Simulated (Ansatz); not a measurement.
Structures of equal composition on the (113) surface of germanium: 1 pair of surface atoms bonded, Si on one of 4 surface atoms, no caps; 1 pair of surface atoms bonded, Si on one of 4 atoms of the third shell, no caps. The slabs share one bottom face, and each structure is named by its start. These are constructed structures in small cells; real faces may alloy, dewet or reconstruct in larger ones, and not all known structures of the face are among them. Slabs of about 14 Å with all that they carry, Fermi-Dirac smearing of 0.025 eV. Bottom of the slabs: built like the top, H on every dangling bond, free. Relaxed from the named starts with such symmetry as they have, on meshes of like density; energies extrapolated to zero smearing; no spin-orbit coupling, no U. Spin-polarised runs, if any, are marked in brackets, and their order is one that fits the cell; the others ran without spin. Where a second, spin-polarised start was run, the lower counts.

All values below come from PBE (plane waves to 420 eV, PAW; Ansatz, a first-principles code).

**Question.** Rank these by energy per 1x1 cell (lowest first), as PBE gives it.

**Answer.** 1 pair of surface atoms bonded, Si on one of 4 atoms of the third shell, no caps (0.000 eV, gap 0.41 eV on the mesh), 1 pair of surface atoms bonded, Si on one of 4 surface atoms, no caps (0.177 eV, gap 0.39 eV on the mesh)
